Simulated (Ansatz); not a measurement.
InP (F-43m) under hydrostatic pressure: band gap by PBEsol with spin-orbit coupling, rigid bands (plane waves, PAW; Ansatz, an electronic-structure program). The unloaded cell, whose axes the loads refer to:

Space group F-43m (No. 216); a = 5.8788 Å, b = 5.8788 Å, c = 5.8788 Å, α = 90.00°, β = 90.00°, γ = 90.00°

```tsv
atom	site	symmetry	x	y	z
In	4a	-43m	0.0000	0.0000	0.0000
P	4d	-43m	0.7500	0.7500	0.7500
```
(The calculation used a cell of 2 atoms; values per cell refer to that cell.)

```tsv
hydrostatic pressure (GPa)	volume per atom (Å³)	band gap (eV)
-2	26.23	?
0	25.40	0.54
2	24.69	0.69
10	22.64	1.14
```

Q: Fit a straight line to band gap against the load over the rows given, and predict the row at -2 GPa.

A: The means are x̄ = 4.000 GPa and ȳ = 0.7900; Σ(x − x̄)(y − ȳ) = 3.300 and Σ(x − x̄)² = 56.00, so the slope is 58.9 meV per GPa, and the rows given lie within 18 meV of the line. At -2 GPa the line gives 0.44 eV; the calculation gives 0.36 eV, 21 % from it, so the trend bends or changes character over this range.

Q: With all rows, what volume deformation potential dE_g/d ln V follows?

A: A line through E_g against ln V has the slope -5.3 eV, so the gap opens under compression.

 Stresses and pressures are the targets of the relaxation. Gaps are resolved to about 0.01 eV. The structure type is held at every load. Geometry: cell and atoms relaxed with PBEsol.
